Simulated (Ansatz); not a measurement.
Electronic density of states of amorphous Ti₂₀O₄₁Ag₂, density 3.87 g/cm³, on a 2×2×2 Γ-centred mesh with a Gaussian width of 0.1 eV; energies count from the Fermi level, whose place inside the gap is arbitrary. Cell and mesh are small, so fine structure isn't converged. Computed with PBE, scalar-relativistic without spin-orbit coupling (plane waves to 420 eV, PAW; Ansatz, an electronic-structure program). Sampling: a 2×2×2 Γ-centred mesh; Fermi-Dirac width 0.02 eV; no spin polarisation. At PBE the levels at the filled edge of the gap are localised (band-tail or defect states), and the nearest spread-out levels lie 2.7 eV apart at the zone centre.

The cell was made by melting and quenching with the CHGNet potential and then relaxed with DFT. O atoms were pushed apart under 1.9 Å during the dynamics, to hinder bonds among them. The hot cell started wider than the set density and was brought back towards it in steps. It is the lowest in DFT energy of 2 quenches. It is a model cell: composition and starting density were chosen by hand, and all elements were melted together. No dispersion term was used. Its density started from a set value of 3.87 and ended at 3.87 g/cm³. The quench (nominally 240 K/ps over its main leg) was far faster than any real one, so the model tends to hold more defects than a real film. One small periodic cell is one sample of the glass; other quenches scatter about these values. The volume was held where the preparation left it and the shape relaxed, at a PBE pressure of -0.1 GPa (tension). On a 2×2×2 Γ-centred mesh force components of up to 0.16 eV/Å stay, since the relaxation ran on the zone centre alone.

```csv
E - EF (eV),states/(eV atom)
-12.00,0.00
-11.90,0.00
-11.80,0.00
-11.70,0.00
-11.60,0.00
-11.50,0.00
-11.40,0.00
-11.30,0.00
-11.20,0.00
-11.10,0.00
-11.00,0.00
-10.90,0.00
-10.80,0.00
-10.70,0.00
-10.60,0.00
-10.50,0.00
-10.40,0.00
-10.30,0.00
-10.20,0.00
-10.10,0.00
-10.00,0.00
-9.90,0.00
-9.80,0.00
-9.70,0.00
-9.60,0.00
-9.50,0.00
-9.40,0.00
-9.30,0.00
-9.20,0.00
-9.10,0.00
-9.00,0.00
-8.90,0.00
-8.80,0.00
-8.70,0.00
-8.60,0.00
-8.50,0.00
-8.40,0.00
-8.30,0.00
-8.20,0.00
-8.10,0.00
-8.00,0.00
-7.90,0.00
-7.80,0.00
-7.70,0.00
-7.60,0.00
-7.50,0.00
-7.40,0.00
-7.30,0.00
-7.20,0.00
-7.10,0.00
-7.00,0.00
-6.90,0.00
-6.80,0.00
-6.70,0.00
-6.60,0.00
-6.50,0.00
-6.40,0.02
-6.30,0.14
-6.20,0.29
-6.10,0.38
-6.00,0.53
-5.90,0.71
-5.80,0.80
-5.70,0.79
-5.60,0.84
-5.50,0.91
-5.40,0.95
-5.30,0.99
-5.20,0.98
-5.10,0.99
-5.00,1.07
-4.90,1.14
-4.80,1.12
-4.70,1.06
-4.60,0.96
-4.50,0.91
-4.40,0.88
-4.30,0.90
-4.20,0.88
-4.10,0.84
-4.00,0.90
-3.90,0.89
-3.80,0.81
-3.70,0.78
-3.60,0.82
-3.50,0.88
-3.40,0.88
-3.30,0.84
-3.20,0.82
-3.10,0.81
-3.00,0.88
-2.90,0.89
-2.80,0.85
-2.70,0.89
-2.60,0.94
-2.50,0.98
-2.40,0.94
-2.30,0.95
-2.20,0.99
-2.10,0.97
-2.00,0.92
-1.90,0.85
-1.80,0.75
-1.70,0.67
-1.60,0.61
-1.50,0.47
-1.40,0.25
-1.30,0.27
-1.20,0.39
-1.10,0.23
-1.00,0.05
-0.90,0.00
-0.80,0.00
-0.70,0.00
-0.60,0.00
-0.50,0.00
-0.40,0.00
-0.30,0.00
-0.20,0.00
-0.10,0.00
0.00,0.00
0.10,0.00
0.20,0.00
0.30,0.00
0.40,0.00
0.50,0.00
0.60,0.00
0.70,0.00
0.80,0.00
0.90,0.00
1.00,0.05
1.10,0.23
1.20,0.43
1.30,0.62
1.40,0.81
1.50,0.86
1.60,0.93
1.70,1.01
1.80,0.99
1.90,0.88
2.00,0.90
2.10,0.94
2.20,0.96
2.30,0.90
```

The level gap on this mesh is 2.20 eV; the broadening fills part of it in the curve.
